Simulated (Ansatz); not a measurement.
The parent structure is PbSe in the rock salt structure (space group Fm-3m, No. 225; a = 6.1780 Å). Axes: x, y, z lie along the cube axes.

Method: plane-wave PAW DFT at the r2SCAN level (Ansatz, a program for electronic structure, 500 eV), no spin-orbit coupling.

Base values:

| Quantity | Value |
|---|---|
| Valley order | L along ⟨111⟩ 0.67 eV; a point along ⟨110⟩, about 0.6 Å⁻¹ from Γ 1.46 eV |

The change: biaxial strain −2.00 %, plane normal [001], relaxed out of plane (Cartesian); in-plane vectors clamped, the third vector and the atoms free.

Q: What does the calculation give for the out-of-plane strain after the change?

A: The out-of-plane strain is +0.42 %.

Q: How does this affect the valley order?

A: The valley order (the lowest conduction-band minima on the path, energy above the VBM, named in the base's zone) becomes L along [1-1-1] 0.52 eV; a point along [1-10], about 0.6 Å⁻¹ from Γ 1.38 eV (base: L along ⟨111⟩ 0.67 eV; a point along ⟨110⟩, about 0.6 Å⁻¹ from Γ 1.46 eV).

Q: Predict the new in-plane stress.

A: The mean in-plane stress (compression positive) is +3.2 GPa.

With Pb present, leaving out spin-orbit coupling can change the band edges. The levels and masses belong to the bands next to the band gap. Stability against distortions was not tested.
